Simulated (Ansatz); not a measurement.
Take TiAl (space group P4/mmm, No. 123; relaxed with 0.1 eV smearing) as the base.

```xyz
2
Lattice="2.7961 0.0000 0.0000 0.0000 2.7961 0.0000 0.0000 0.0000 4.0378" Properties=species:S:1:pos:R:3 pbc="T T T"
Al     1.3980     1.3980     2.0189
Ti     0.0000     0.0000     0.0000
```

Cartesian axes are those of the cell as printed.

Method: PBEsol (Ansatz, a quantum-chemistry and plane-wave program, PAW, scalar-relativistic without spin-orbit coupling), earlier PAW set.

The change: the cell is stretched by 4.86 % along y with no lateral relaxation; the atoms relax in the strained cell.

Q: Predict the stress tensor and what it implies for the stiffness.

A: Stress of the strained cell less that of the base (GPa, compression positive):
```
   -2.8     0.0     0.0
    0.0    -8.4     0.0
    0.0     0.0    -4.0
```

Then −Δσ_ii/ε with ε = 0.0486 gives secant stiffness values (nonlinear terms included at this strain): C22 ≈ 173 GPa, C12 ≈ 57 GPa and C23 ≈ 83 GPa.

As a check, the harmonic strain energy −½ V₀ Δσ:ε is 20 meV/atom; the computed energy rise is 21 meV/atom.

Whether these cells are dynamically stable was not tested. The final runs are not spin-polarised.
